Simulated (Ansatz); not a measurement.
**hcp Hf (0 0 1) on 3C silicon carbide (1 1 1) (film strained to the substrate, started from cuts of the bulks and a machine-learned relaxation; slabs C6Si6 and Hf4, which can lie off the formulas)**

A periodic stack without vacuum, hcp Hf (0 0 1) on 3C silicon carbide (1 1 1) (film strained to the substrate, started from cuts of the bulks and a machine-learned relaxation; slabs C6Si6 and Hf4, which can lie off the formulas): substrate slab C6Si6, film Hf4, surface cells [[0, -1], [1, -1]] and [[0, -1], [1, 0]], film strained by -3.4 and -3.4 %, outermost planes C/Si and Hf/Hf as cut, which need not be the usual terminations and can put a slab off its formula.

The start was prepared with a machine-learned potential, and the result is one local minimum, with the in-plane cell held and forces under 0.04 eV/Å; the film can end far from its bulk form.

Calculation: PBE (plane waves to 420 eV, PAW; Ansatz, a program for electronic structure). Scalar-relativistic, without spin–orbit coupling; the runs are not spin-polarised; PBE gaps are too small against experiment. Its k-point mesh 12×12×1, Fermi–Dirac width 0.05 eV.

```
Item                                                                                                                      Value
--------------------------------------------------------------------------------  ---------------------------------------------
interface area                                                                                                           8.3 Å²
period                                                                                                                  25.70 Å
heights between the nearest atoms of the two slabs at the two interfaces                                        2.10 and 1.07 Å
Hf–Si contacts across the interfaces within 1.22 times the sum of covalent radii                                 6, mean 3.10 Å
C–Hf contacts across the interfaces within 1.22 times the sum of covalent radii                                  3, mean 2.08 Å
estimate of the barrier                                                           withheld, since the two interfaces are unlike
slope of the mean potential energy in the substrate                                                              -4.3 MV/cm × e
```

```xyz
16
Lattice="3.0969 0.0004 -0.0535 1.5490 2.6815 0.0552 -1.1016 1.9187 25.7893" Properties=species:S:1:pos:R:3 pbc="T T T"
C      3.4282     1.7081     0.6478
C      1.9231     2.5251     3.2057
C      1.9669     0.6602     5.6782
C      0.4627     1.4766     8.2597
C      2.0556     2.2933    10.7879
C      3.6483     3.1099    13.3068
Si     0.3634     1.6506     2.5668
Si     1.9562     2.4670     5.0957
Si     1.9999     0.6023     7.5681
Si     0.4959     1.4186    10.1490
Si     2.0888     2.2352    12.6782
Si     3.6810     3.0516    15.1927
Hf     2.1696     2.0846    17.2887
Hf     0.6700     2.9437    20.0270
Hf     3.8161     4.6557    22.5482
Hf     0.7593     2.7659    25.3686
```
